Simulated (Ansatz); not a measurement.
Functionals compared on the (30-31) surface of hcp Os in its 1x1 cell, outermost plane spacing 0.39 Å in the ideal cut, in Ansatz (plane waves, PAW). The structure was relaxed with PBE; the other rows are single points on it, each with its references at the same level. Cutoff 420 eV (500 eV for r2SCAN).

Model: 28-atom slab, 10.6 Å thick at the start, 14x3x1 mesh, Fermi-Dirac 0.1 eV, dipole correction, all atoms relaxed; held to the part of the start's symmetry that mesh and held atoms allow; no spin, no spin-orbit, no U. These notes are the PBE run's.

```json
[
 {"functional": "PBE", "surface energy (J/m²)": "3.54", "work function of the top face (eV)": "5.13", "rough cost of the single point": "–"},
 {"functional": "LDA", "surface energy (J/m²)": "4.11", "work function of the top face (eV)": "5.46", "rough cost of the single point": "roughly 15 core-minutes"},
 {"functional": "PBEsol", "surface energy (J/m²)": "…", "work function of the top face (eV)": "…", "rough cost of the single point": "very roughly 16 core-minutes"},
 {"functional": "RPBE", "surface energy (J/m²)": "3.32", "work function of the top face (eV)": "4.99", "rough cost of the single point": "very roughly 15 core-minutes"},
 {"functional": "r2SCAN", "surface energy (J/m²)": "3.81", "work function of the top face (eV)": "5.17", "rough cost of the single point": "roughly 24 core-minutes"}
]
```

Problem. Complete the blanks.

Solution. 
- PBEsol, surface energy (J/m²): 3.98
- PBEsol, work function of the top face (eV): 5.25

Ansatz is a first-principles code.
